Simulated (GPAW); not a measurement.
Band structure of In (I4/mmm, 1 atom in the cell).

```
CELL_PARAMETERS angstrom
     -1.62500     1.62500     2.47500
      1.62500    -1.62500     2.47500
      1.62500     1.62500    -2.47500
ATOMIC_POSITIONS crystal
  In 0.00000 0.00000 0.00000
```

Level of theory: PBE, GPAW PAW datasets PBE (gpaw-data 1.0.1) (plane waves; GPAW).

Settings: mode = pw; ecut = 600 eV; xc = PBE; kpts = 15 15 15; mesh shift (steps) = 0 0 0; occupations.name = fermi-dirac; occupations.width = 0.1 eV; nbands = -7; convergence.density = 1e-05 e/electron; symmetry.symmorphic = false; symmetry.tolerance = 0.0005; maxiter = 100; bandpath_npoints = 40.

The starting cell has typed, rounded lattice constants, without a prior relaxation at this level.

Levels in eV from the Fermi level, bands 4 to 10:
```tsv
point	4	5	6	7	8	9	10
Γ	-14.43	-14.33	-9.55	10.51	10.51	10.68	11.65
X	-14.22	-14.13	-1.99	-1.63	3.49	3.92	7.03
Y	-14.33	-14.21	-1.65	-0.28	0.11	1.32	12.97
S	-14.32	-14.24	-2.51	-1.23	-0.54	6.14	8.97
Z	-14.19	-14.19	-2.93	-2.71	4.71	4.71	8.20
S1	-14.32	-14.24	-2.51	-1.23	-0.54	6.14	8.97
N	-14.24	-14.20	-4.30	-3.40	7.49	9.14	11.16
P	-14.32	-14.13	-1.23	-0.08	-0.08	1.73	12.41
Y1	-14.33	-14.21	-1.65	-0.28	0.11	1.32	12.97
```

Bands cross the Fermi level along this path, so the cell is metallic at this level.
